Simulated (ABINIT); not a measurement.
A self-consistent single point of a (001) slab of Mg (cut from a parent of space group no. 194; 2 atoms in the cell) with ABINIT.

Method: LDA (PW92), norm-conserving pseudopotentials (PseudoDojo nc-sr-04 LDA standard) (plane waves; ABINIT 10.0.3).

The change in words: vacuum of 7 angstrom (first run: 14 Å). Reference geometry:
```xyz
2
Lattice="3.2004 0.0000 0.0000 -1.6002 2.7716 0.0000 0.0000 0.0000 16.5972" Properties=species:S:1:pos:R:3 pbc="T T T"
Mg     1.6002     0.9239     9.5972
Mg     0.0000     1.8477     7.0000
```

Reference input (self-consistent single point, DFT, LDA (PW92), plane waves, norm-conserving pseudopotentials (PseudoDojo nc-sr-04 LDA standard)): pseudos = [Mg.upf]; ecut = 42 Ha; occopt = 3; tsmear = 0.00367493 Ha; ngkpt = 6 6 1; nshiftk = 1; shiftk = 0 0 0; potentials = PseudoDojo nc-sr-04 LDA standard; nband = 15; kptopt = 1; nstep = 80; toldfe = 1e-09 Ha. This run's input differs from it in these lines:

```diff
@@ -3,3 +3,3 @@
 pseudos "Mg.upf"
-acell 6.0478231013 6.0478231013 31.3641832226
+acell 6.0478231013 6.0478231013 18.1360757838
 rprim
@@ -13,4 +13,4 @@
 xcart
-         3.0239115710    1.7458561125   18.1360880350
-         0.0000000407    3.4917122956   13.2280951876
+         3.0239115710    1.7458561125   11.5220303062
+         0.0000000407    3.4917122956    6.6140454776
 ecut 42 Ha
```

The program printed (abridged):

```
--- !BeginCycle
solver: {iscf: 7, nstep: 80, nline: 4, wfoptalg: 0, }
tolerances: {toldfe: 1.00E-09, }
...

     iter   Etot(hartree)      deltaE(h)  residm     vres2
 ETOT  1  -118.41349879700    -1.184E+02 5.361E-01 1.869E+02
 ETOT  2  -118.52890624604    -1.154E-01 2.432E-04 6.495E+00
 ETOT  3  -118.52969522538    -7.890E-04 4.227E-03 3.615E+00
 ETOT  4  -118.52975184190    -5.662E-05 5.052E-04 7.559E-01
 ETOT  5  -118.52976077443    -8.933E-06 1.479E-05 1.070E-01
 ETOT  6  -118.52976220045    -1.426E-06 4.868E-06 4.847E-03
 ETOT  7  -118.52976224228    -4.183E-08 2.194E-06 2.139E-04
 ETOT  8  -118.52976225368    -1.139E-08 7.547E-07 7.158E-06
 ETOT  9  -118.52976225401    -3.323E-10 3.347E-07 2.472E-07
 ETOT 10  -118.52976225402    -1.148E-11 1.180E-07 2.911E-10
 At SCF step   10, etot is converged :
  for the second time, diff in etot=  1.148E-11 < toldfe=  1.000E-09

 Cartesian components of stress tensor (hartree/bohr^3)
  sigma(1 1)=  1.16491947E-04  sigma(3 2)=  0.00000000E+00
  sigma(2 2)=  1.16491947E-04  sigma(3 1)=  0.00000000E+00
  sigma(3 3)= -2.21862650E-05  sigma(2 1)=  4.63726217E-14

 ----iterations are completed or convergence reached----

 reduced coordinates (array xred) for    2 atoms
       0.666666666681      0.333333333368      0.635310000000
       0.333333333348      0.666666666702      0.364690000000
 cartesian forces (eV/Angstrom) at end:
    1      0.00000000000000    -0.00000000000000     0.20178396534068
    2     -0.00000000000000     0.00000000000000    -0.20178396534068
 frms,max,avg= 1.1650003E-01 2.0178397E-01   0.000E+00  0.000E+00  0.000E+00 e/A
   [... lines left out ...]
 Fermi (or HOMO) energy (hartree) =   0.01316   Average Vxc (hartree)=  -0.23297
 Fermi (or HOMO) energy (eV) =   0.35820   Average Vxc (eV)=  -6.33931
   [... lines left out ...]
total_energy        : -1.18529762254020E+02
total_energy_eV     : -3.22535885952868E+03
band_energy         : -3.02144552991987E+01
...

-Cartesian components of stress tensor (GPa)         [Pressure= -2.0673E+00 GPa]
- sigma(1 1)=  3.42731083E+00  sigma(3 2)=  0.00000000E+00
- sigma(2 2)=  3.42731083E+00  sigma(3 1)=  0.00000000E+00
- sigma(3 3)= -6.52742343E-01  sigma(2 1)=  1.36432940E-09

 Calculation completed.
```

The run converged in 10 iterations. Against the reference run the free energy drops by 12.5 meV/atom and the largest force goes from 0.178 to 0.202 eV/Å.

The starting cell has typed, rounded lattice constants, without a prior relaxation at this level. The slab is cut from that crystal, and its faces are unrelaxed. Its lattice was rescaled by up to half a per cent.
